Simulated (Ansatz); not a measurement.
The parent structure is NaF in the rock salt structure (space group Fm-3m, No. 225; a = 4.701 Å).

One thing is altered: an isotropic linear strain of −1.00 %, atoms relaxed at fixed cell.

Calculations: PBE (Ansatz, a first-principles code, PAW, no spin-orbit coupling).

Base, band edges from the VBM (valence, conduction): X -0.38, 12.80; W -0.53, 12.94; L -0.23, 10.52; Γ 0.00, 6.09; K -0.34, 12.59; U -0.34, 12.59 eV.

**Question.** Give the band edges at the high-symmetry points of the new zone, measured from its valence-band maximum.

**Answer.** 
```json
[
 {"point": "Γ", "valence edge (eV)": "0.00", "conduction edge (eV)": "6.25"},
 {"point": "X", "valence edge (eV)": "-0.40", "conduction edge (eV)": "13.05"},
 {"point": "U", "valence edge (eV)": "-0.36", "conduction edge (eV)": "12.76"},
 {"point": "K", "valence edge (eV)": "-0.36", "conduction edge (eV)": "12.76"},
 {"point": "L", "valence edge (eV)": "-0.24", "conduction edge (eV)": "10.71"},
 {"point": "W", "valence edge (eV)": "-0.56", "conduction edge (eV)": "13.14"}
]
```

The gap is 6.25 eV, direct at Γ.

No phonon test of stability was made.
